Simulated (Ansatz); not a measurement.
CuI, pressure series

Base system: CuI in the zinc blende structure (space group F-43m, No. 216).

```
CELL_PARAMETERS angstrom
      0.00000     3.01043     3.01043
      3.01043     0.00000     3.01043
      3.01043     3.01043     0.00000
ATOMIC_POSITIONS crystal
  I  0.75000 0.75000 0.75000
  Cu 0.00000 0.00000 0.00000
```

Cell and atoms are relaxed at each pressure.

Method: Kohn–Sham DFT with the r2SCAN functional, run in Ansatz (a first-principles code) with PAW and 500 eV plane waves, no SOC, earlier PAW set.

```csv
P (GPa),V (Å³/atom)
-1.98,28.725
-0.99,27.940
3.00,25.721
7.00,24.247
15.00,22.265
30.00,20.005
50.00,18.171
75.00,16.680
100.00,15.625
```

Question: Fit a third-order Birch–Murnaghan equation of state.

Answer: Least squares on P(V) = (3B₀/2)[(V₀/V)^(7/3) − (V₀/V)^(5/3)]·[1 + (3/4)(B₀′ − 4)((V₀/V)^(2/3) − 1)] gives V₀ = 27.27 Å³/atom, B₀ = 45 GPa and B₀′ = 4.9.

Measured bulk modulus of CuI: 36.6 GPa (temperature not stated; as listed in Abhijith M. Gopakumar et al., Physical Chemistry Chemical Physics (2017)); the computed value is for a static lattice, so the two differ by thermal effects too.

Between the base and pressure 3 GPa the gap moves from 1.67 eV to 1.85 eV, a mean slope of 62 meV/GPa.

With I present, leaving out spin-orbit coupling can change the band edges. Load acts through the strain it causes; cell and atoms are relaxed under it. Stability against distortions was not tested. Tetrahedral semiconductors of this kind turn to denser phases somewhere between about 1 and 50 GPa; those were not computed, so compressed cells here can lie past the real transition. The final runs are not spin-polarised.
